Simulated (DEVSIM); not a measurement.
Structure: abrupt Si p-n junction, at 300 K.

| layer (left to right) | material | thickness (μm) | Nd (cm⁻³) | Na (cm⁻³) | τn (s) | τp (s) |
|---|---|---|---|---|---|---|
| 1 | Si | 1.30 | - | 2.4e16 | 0.00014 | 0.00014 |
| 2 | Si | 180 | 2e15 | - | 0.00014 | 0.00014 |

Left contact: ohmic. Right contact: ohmic. Voltage is applied to the left contact. Recombination: SRH at mid-gap, radiative, Auger. Mobility is μmin + (μ − μmin)/(1 + (N/Nref)^α).

This is a model device: material constants are rounded textbook-type values typed into the input, and sizes, dopings and lifetimes were drawn at random. Values at 300 K; Nc and Nv go as T^1.5, mobilities as T to minus their exponent, the gap by Varshni's rule with the affinity fixed.

```csv
parameter,Si
gap (eV),1.124
affinity (eV),4.05
permittivity,11.7
Nc (cm⁻³),2.86e19
Nv (cm⁻³),3.1e19
μn (cm²/Vs),1417
μp (cm²/Vs),470
"μn,min",52
"μp,min",45
"Nref,n",9.7e16
"Nref,p",2.2e17
αn,0.68
αp,0.72
T exponent of μn,2.3
T exponent of μp,2.2
B (cm³/s),4.7e-15
Cn (cm⁶/s),2.8e-31
Cp (cm⁶/s),9.9e-32
Varshni α (eV/K),0.000473
Varshni β (K),636
```

DEVSIM, 1D drift-diffusion, Boltzmann statistics, complete ionisation; no tunnelling, impact ionisation, image-force lowering or self-heating.

The temperature was swept, all else fixed.

| temperature (K) | largest field in the device at zero bias (V/cm) | dark forward voltage at 1 A/cm² (V) | potential step across the device at zero bias (V) |
|---|---|---|---|
| 250 | 21000 | 0.718 | 0.787 |
| 300 | 19000 | 0.620 | 0.691 |
| 350 | 18000 | 0.522 | 0.592 |
| 400 | 17000 | 0.425 | 0.490 |
| 450 | 15000 | 0.327 | 0.385 |
| 500 | 14000 | 0.232 | 0.279 |

From the first row to the last the largest field in the device at zero bias goes from 21000 to 14000. From the first row to the last the dark forward voltage at 1 A/cm² goes from 0.718 to 0.232.
